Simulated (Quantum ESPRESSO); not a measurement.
Pressure against volume in rock-salt BaTe (space group 225) (Quantum ESPRESSO, PBE)

```yaml
crystal:
  lattice:
    - [0.00000, 3.43777, 3.43777]
    - [3.43777, 0.00000, 3.43777]
    - [3.43777, 3.43777, 0.00000]
  atoms:
    - { symbol: Ba, position: [0.00000, 0.00000, 0.00000] }
    - { symbol: Te, position: [0.50000, 0.50000, 0.50000] }
```

Level of theory: PBE, PSlibrary PAW (PBE) pseudopotentials (plane waves; Quantum ESPRESSO). Settings: ecutwfc = 58 Ry; ecutrho = 348 Ry; occupations = smearing; smearing = fd; degauss = 0.000734986 Ry; potentials = {Ba: Ba.pbe-spn-kjpaw_psl.1.0.0.UPF, Te: Te.pbe-n-kjpaw_psl.1.0.0.UPF}; K_POINTS = automatic 8 8 8 0 0 0; conv_thr = 1e-10 Ry; mixing_beta = 0.7. The cell above is the first row's. The rows scale it uniformly. In all rows fractional positions and the k mesh are held.

| V (Å^3/atom) | P (GPa) |
|---|---|
| 40.628 | 2.96 |
| 41.512 | 2.12 |
| 42.395 | 1.36 |
| 43.278 | 0.68 |
| 44.161 | 0.08 |
| 45.044 | -0.47 |
| 45.928 | -0.96 |
| 46.811 | -1.40 |
| 47.694 | ? |

Fit P of the 8 rows that show it with a cubic. With u = V - 43.7, the rows have u = -3.0720, -2.1880, -1.3050, -0.4220, 0.4610, 1.3440, 2.2280, 3.1110. Least squares gives P = 0.384 - 0.6894·u + 0.04291·u² - 0.001842·u³. Residuals (row less fit): 0.000, 0.003, -0.001, -0.003, 0.005, 0.000, -0.001, 0.001; standard error 0.003 (degrees of freedom: 4). The fitted pressure is zero at V0 = 44.28, where dP/dV = -0.6417, so B0 = -V0·dP/dV = 28.4 GPa.

Problem. Predict the withheld P at V = 47.694 from the fit, and compare with the calculation.

Solution. u = 3.9940, so P = 0.384 - 0.6894 × 3.9940 + 0.04291 × 3.9940² - 0.001842 × 3.9940³ = -1.802 GPa. The calculation gives -1.80 GPa, which the fit meets to the printed digits. The row lies outside the fitted rows, so this is an extrapolation. From the scatter of the fitted rows alone, a prediction at this place has a standard error of 0.009 GPa, so the miss is 0.2 times that.

Carrying the step between the two nearest rows on in a straight line would have given -1.84, off by 0.04; series whose last step already gives the withheld value aren't shown. The scan was laid around a cell of about the measured size, scaled by a guess for this functional. The runs keep the symmetry of the cell, so they don't test it for distortions. Spin-orbit coupling is off. Cutoffs and mesh are single choices, not tested for convergence of this quantity. Series with a scatter that would blur these digits, or in which a gap closes, are not shown.
